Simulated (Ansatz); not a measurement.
Hypothetical CsCl type TaAs: response to strain

The parent structure is TaAs in the CsCl type structure (space group Pm-3m, No. 221; a = 3.215 Å; a hypothetical phase, not in the database extracts checked; relaxed with 0.1 eV smearing). Axes: x, y, z lie along the cube axes.

Strains are applied to the cell and any free atomic positions relax; under biaxial strain the out-of-plane vector relaxes too.

Computed with plane-wave PAW DFT at the PBE level (Ansatz, a quantum-chemistry and plane-wave program, 420 eV), no SOC.

Notes on the quantities. pressure: mean of the normal stresses, compression positive; energy relative to the base: free energy F.

| case | space group | pressure | energy relative to the base | volume per atom |
|---|---|---|---|---|
| base | Pm-3m (No. 221) | 0.0 GPa | 0 meV/atom | 16.62 Å³ |
| biaxial strain +2.18 %, plane normal [001], relaxed out of plane | P4/mmm (No. 123) | ___ | ___ | ___ |
| biaxial strain −0.56 %, plane normal [110], relaxed out of plane | Cmmm (No. 65) | 1.5 GPa | +1.3 meV/atom | 16.48 Å³ |
| uniaxial strain ε_xx = −0.61 % | P4/mmm (No. 123) | 1.1 GPa | +0.7 meV/atom | 16.51 Å³ |
| uniaxial strain ε_yy = −3.77 % | P4/mmm (No. 123) | 7.6 GPa | +28 meV/atom | 15.99 Å³ |
| uniaxial strain ε_yy = −2.98 % | P4/mmm (No. 123) | 5.9 GPa | +17 meV/atom | 16.12 Å³ |
| tensor shear ε_xy = +0.60 % | Cmmm (No. 65) | 0.0 GPa | +0.9 meV/atom | 16.61 Å³ |

Problem. What belongs in the blanks?

Solution. 
- biaxial strain +2.18 %, plane normal [001], relaxed out of plane, pressure: -5.3 GPa
- biaxial strain +2.18 %, plane normal [001], relaxed out of plane, energy relative to the base: +19 meV/atom
- biaxial strain +2.18 %, plane normal [001], relaxed out of plane, volume per atom: 17.16 Å³

No phonon test of stability was made. The final runs are not spin-polarised.
